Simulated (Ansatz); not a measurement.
The starting structures come from a database of crystals and need not be the phases stable at ambient conditions.

 Where the default PAW files enter, the runs use the earlier of Ansatz's two default sets.

Inside the gap of an insulator the Bloch states are evanescent, with a wavenumber k + iκ along the transport direction.

Consider the following.

```yaml
crystal:
  lattice:
    - [5.78671, 0.00000, 0.00000]
    - [0.11687, 5.78553, 0.00000]
    - [2.83492, -2.89277, 4.05029]
  atoms:
    - { symbol: Sr, position: [0.75000, 0.75000, 0.50000] }
    - { symbol: Sr, position: [0.25000, 0.25000, 0.50000] }
    - { symbol: Hf, position: [0.50000, 0.50000, 0.00000] }
    - { symbol: Hf, position: [0.00000, 0.00000, 0.00000] }
    - { symbol: O, position: [0.30159, 0.69841, 0.89682] }
    - { symbol: O, position: [0.69841, 0.30159, 0.10318] }
    - { symbol: O, position: [0.80159, 0.19841, 0.50000] }
    - { symbol: O, position: [0.19841, 0.80159, 0.50000] }
    - { symbol: O, position: [0.25000, 0.25000, 0.00000] }
    - { symbol: O, position: [0.75000, 0.75000, 0.00000] }
```

Space group of this cell: I4/mcm. The cell is taken as given.

Transport runs along the normal of the first two printed cell vectors, the (110) plane of the conventional cell.

The gap is the functional's own. No spin-orbit coupling. Mid-gap values are interpolated on the energy grid.

Q: Give the band gap and the smallest decay constant κ at mid-gap that Ansatz (a program for electronic structure) with PBEsol yields.

A: Gap 4.07 eV on a 8×8×8 mesh; κ = 0.293 1/Å, at the zone centre.
